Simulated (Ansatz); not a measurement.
Worked example: self-consistent single point of BW (P-6m2, 2 atoms in the cell) in Ansatz (a first-principles code).

Computed with PBE (plane waves, PAW; Ansatz).

```
CELL_PARAMETERS angstrom
      2.99965     0.00000     0.00000
     -1.49982     2.59777     0.00000
      0.00000     0.00000     2.92751
ATOMIC_POSITIONS crystal
  W  0.00000 0.00000 0.00000
  B  0.66667 0.33333 0.50000
```

Reference input (self-consistent single point, DFT, PBE, plane waves, default PAW files): kpoints.mp_grid.grid = 10 10 9; hamiltonian.xc = pbe; hamiltonian.pseudopotentials = {kind: paw} (the program's default PAW files); scf.occupations.method = cold; scf.occupations.width = 0.2 eV. This run's input differs from it in these lines:

```diff
@@ -19,3 +19,3 @@
     method: cold
-    width: 0.2 eV
+    width: 0.5 eV
 output:
```

Log, with long lists cut:

```
SCF iter   1: F=—  HF=-10540.552859 eV  |F-HF|=—  |Δ(HF+E_count)|=         —  Δρ=9.27e-3  dr2=1.68e-2  ethr=1.77e-3  ⟨swp⟩=5.1  Hψ=4779  notcnv=0
all-band conjugate gradients solve this SCF's bands
preconditioner: auto → none
SCF iter   2: F=—  HF=-10540.550934 eV  |F-HF|=—  |Δ(HF+E_count)|=   1.92e-3  S|Δr|=    0.00e0  Δρ=5.39e-3  dr2=6.52e-3  ethr=9.86e-5  ⟨swp⟩=1.0  Hψ=1470  notcnv=0
SCF iter   3: F=—  HF=-10540.549759 eV  |F-HF|=—  |Δ(HF+E_count)|=   1.17e-3  S|Δr|=    0.00e0  Δρ=2.84e-4  dr2=1.32e-5  ethr=3.84e-5  ⟨swp⟩=2.3  Hψ=1162  notcnv=0
SCF iter   4: F=—  HF=-10540.549748 eV  |F-HF|=—  |Δ(HF+E_count)|=   1.19e-5  S|Δr|=    0.00e0  Δρ=8.35e-5  dr2=1.09e-6  ethr=7.75e-8  ⟨swp⟩=2.4  Hψ=1582  notcnv=0
SCF iter   5: F=-10540.549748 eV  HF=-10540.549748 eV  |F-HF|=9.79e-9  |Δ(HF+E_count)|=   2.35e-8  S|Δr|=    0.00e0  Δρ=1.67e-5  dr2=3.10e-8  ethr=5.88e-10  ⟨swp⟩=6.9  Hψ=4518  notcnv=0
SCF 1 converged in 5 iterations: F = -10540.549748 eV  dr2 = 3.10e-8
Stability not checked (fill_not_monotonic)
Free energy (F): -10540.549748 eV
Internal energy: -10540.561936 eV  (E = F + TS)
E sigma→0 (E₀):  -10540.553811 eV
Entropy (-TS):   0.012189 eV (6.094 meV/atom)
Fermi energy:    17.846476 eV
--- Forces (eV/Å), atoms counted from 1 ---
  atom   1  W      0.00000000     0.00000000     0.00000000
  atom   2  B      0.00000000     0.00000000     0.00000000
--- Stress (GPa, compression-positive) ---
        0.784047       0.000000       0.000000
        0.000000       0.784047       0.000000
        0.000000       0.000000      10.891069
  P = ⅓ Tr σ = 4.1531 GPa (41.531 kbar)
  The stress holds the Pulay correction. Without it, at fixed plane waves, as pw.x and ABINIT print it: P = 4.0090 GPa
```

The run converged in 5 iterations. Against the reference run the free energy goes up by 4.7 meV/atom and the pressure stays near 4.15 GPa while the zz stress (positive for compression) goes from 11.91 to 10.89 GPa.

The starting cell was generated: these elements placed on a structure prototype, without a prior relaxation; it need not be a known phase or ordering of this composition. Its lattice was rescaled by a random factor within 2.5 % of one. Spin polarisation is off. With a pressure of about 4 GPa the cell is away from its equilibrium volume at this level. Ansatz's pressure includes its estimate of the finite-basis (Pulay) stress.

Keys are those of Ansatz 0.2.
